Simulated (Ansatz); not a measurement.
**AlCo under a change: pressure 9 GPa**

Start from AlCo in the CsCl type structure (space group Pm-3m, No. 221; a = 2.852 Å; non-magnetic).

Perturbation: a hydrostatic pressure of 9 GPa.

All numbers come from Kohn–Sham DFT with the PBE functional, run in Ansatz (a quantum-chemistry and plane-wave program) with PAW and 420 eV plane waves, without spin-orbit coupling. Γ-centred 16×16×16 mesh, Fermi–Dirac width 0.05 eV.

The volume per atom falls by 0.52 Å³ (11.60 Å³ → 11.08 Å³) and the density increases by 0.29 g/cm³ to 6.44 g/cm³. The lattice parameter a decreases by 0.043 Å, from 2.852 Å to 2.809 Å and the shortest interatomic distance decreases by 0.037 Å, from 2.470 Å to 2.433 Å. The enthalpy H = E + PV relative to the base's energy amounts to +0.64 eV/atom and the band gap stays zero.

Final structure:

```
CELL_PARAMETERS angstrom
      2.80901     0.00000     0.00000
      0.00000     2.80901     0.00000
      0.00000     0.00000     2.80901
ATOMIC_POSITIONS crystal
  Al 0.00000 0.00000 0.00000
  Co 0.50000 0.50000 0.50000
```

The program warned that an SCF state here may not be the lowest one. Load acts through the strain it causes; cell and atoms are relaxed under it. Stability against distortions was not tested. No other phases were tried under pressure. Seeded moments were not kept for the base. The final runs are not spin-polarised.
